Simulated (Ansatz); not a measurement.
# CoSi: response to strain

The reference is CoSi (space group P2_13, No. 198; non-magnetic).

```
CoSi
1.0
    4.38269     0.00000     0.00000
    0.00000     4.38269     0.00000
    0.00000     0.00000     4.38269
Co Si
4 4
Cartesian
  0.63820   0.63820   0.63820
  2.82955   1.55314   3.74449
  3.74449   2.82955   1.55314
  1.55314   3.74449   2.82955
  3.69749   3.69749   3.69749
  1.50615   2.87654   0.68520
  0.68520   1.50615   2.87654
  2.87654   0.68520   1.50615
```

Cartesian axes are those of the cell as printed.

Strains are applied to the cell and any free atomic positions relax; under biaxial strain the out-of-plane vector relaxes too.

Computed with r2SCAN in Ansatz (plane waves to 500 eV, PAW, no SOC), earlier PAW set.

Candidates:
(a) biaxial strain −1.04 %, plane normal [111], relaxed out of plane
(b) uniaxial strain ε_xx = +3.67 %
(c) tensor shear ε_xz = −2.70 %
(d) uniaxial strain ε_xx = −5.35 %

Notes on the quantities. energy relative to the base: free energy F.

Q: Order them by energy relative to the base, lowest first.

A: (a) biaxial strain −1.04 %, plane normal [111], relaxed out of plane (+3.4 meV/atom), (c) tensor shear ε_xz = −2.70 % (+13 meV/atom), (b) uniaxial strain ε_xx = +3.67 % (+16 meV/atom), (d) uniaxial strain ε_xx = −5.35 % (+47 meV/atom)

Stability against distortions was not tested. Seeded moments were not kept for the base. The final runs are not spin-polarised.

Ansatz is an electronic-structure program.
